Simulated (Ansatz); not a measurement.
**PtTe2, pressure series**

Start from PtTe2 (space group P-3m1, No. 164; a = 4.009 Å, c = 4.959 Å; layered).

Cell and atoms are relaxed at each pressure.

The values are results of PBEsol-D3(BJ), PAW, 420 eV (Ansatz, a program for electronic structure; no SOC), not measurements.

Two rows of this table had their results exchanged by mistake.

```tsv
pressure	volume per atom (Å³)	shortest distance (Å)	band gap
pressure −2 GPa	23.62	2.686	zero
pressure −1 GPa	23.30	2.680	zero
pressure 0.3 GPa	22.93	2.673	zero
pressure 0.7 GPa	22.82	2.671	zero
pressure 1.5 GPa	21.04	2.629	zero
pressure 3 GPa	22.28	2.660	zero
pressure 5 GPa	21.87	2.650	zero
pressure 7.5 GPa	21.43	2.639	zero
pressure 10 GPa	22.62	2.667	zero
```

Question: Which two?

Answer: The rows for pressure 1.5 GPa and pressure 10 GPa: the volume has to fall steadily with pressure, so 22.62 Å³ belongs to pressure 1.5 GPa and 21.04 Å³ to pressure 10 GPa.

Load acts through the strain it causes; cell and atoms are relaxed under it. No phonon test of stability was made. No other phases were tried under pressure. The final runs are not spin-polarised.
